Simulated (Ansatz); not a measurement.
The reference is HgI2 in the 2H-MoS2 type structure (space group P6_3/mmc, No. 194; a hypothetical phase, not in the database extracts checked).

```
CELL_PARAMETERS angstrom
      4.15498     0.00000     0.00000
     -2.07749     3.59832     0.00000
      0.00000     0.00000    14.39113
ATOMIC_POSITIONS crystal
  Hg 0.33333 0.66667 0.25000
  Hg 0.66667 0.33333 0.75000
  I  0.33333 0.66667 0.61746
  I  0.66667 0.33333 0.11746
  I  0.66667 0.33333 0.38254
  I  0.33333 0.66667 0.88254
```

All numbers come from Ansatz (a first-principles code), r2SCAN+rVV10, PAW, cutoff 500 eV, no spin-orbit coupling, earlier PAW set.

Before the change:

The volume per atom comes out as 35.86 Å³ and the c/a ratio comes out as 3.464.

Now apply this change: Sn takes the place of Hg on all its sites; the structure is relaxed again.

Question: What happens to the volume per atom and c/a ratio?

Answer: The volume per atom rises by 4.31 Å³ (35.86 Å³ → 40.17 Å³); the c/a ratio increases by 0.0035 to 3.467.

No phonon test of stability was made. As relaxed here, SnI2 is a hypothetical phase, not in the database extracts checked.
